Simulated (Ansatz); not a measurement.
## Effect of uniaxial strain ε_zz = +5.68 % on CoSn

Start from CoSn (space group P6/mmm, No. 191; a = 5.2416 Å, c = 4.1879 Å; non-magnetic). Axes: x lies along a and z along c of the hexagonal cell.

Now apply this change: the cell is stretched by 5.68 % along z with no lateral relaxation, atoms relaxed at fixed cell.

All numbers come from plane-wave PAW DFT at the r2SCAN level (Ansatz, a quantum-chemistry and plane-wave program, 500 eV), without spin-orbit coupling. Settings: 10×10×11 k-points, 0.05 eV Fermi–Dirac smearing.

```csv
quantity,base,changed,shift
volume per atom,16.61 Å³,17.55 Å³,+0.94 Å³
shortest interatomic distance,2.583 Å,2.621 Å,+0.0374 Å
energy relative to the base (free energy F),0 meV/atom,+41 meV/atom,+41 meV/atom
"pressure (mean of the normal stresses, compression positive)",0.0 GPa,-6.5 GPa,-6.5 GPa
band gap,zero,zero,–
"stress (xx, yy, zz, yz, xz, xy; compression positive) (rough)",–,"(-3.3, -3.3, -12.9, 0.0, 0.0, 0.0) GPa",–
```

Final structure:

```yaml
crystal:
  lattice:
    - [5.24162, 0.00000, 0.00000]
    - [-2.62081, 4.53938, 0.00000]
    - [0.00000, 0.00000, 4.42581]
  atoms:
    - { symbol: Co, position: [0.50000, 0.00000, 0.00000] }
    - { symbol: Co, position: [0.50000, 0.50000, 0.00000] }
    - { symbol: Co, position: [0.00000, 0.50000, 0.00000] }
    - { symbol: Sn, position: [0.00000, 0.00000, 0.00000] }
    - { symbol: Sn, position: [0.33333, 0.66667, 0.50000] }
    - { symbol: Sn, position: [0.66667, 0.33333, 0.50000] }
```

Without a gap, meshes like the base's 10×10×11 leave anisotropic stresses uncertain by several tenths of a GPa, and small strain energies with them. Whether these cells are dynamically stable was not tested. Starting moments died away, wholly or in part, for the base; another magnetic solution may exist. All final runs are without spin polarisation.
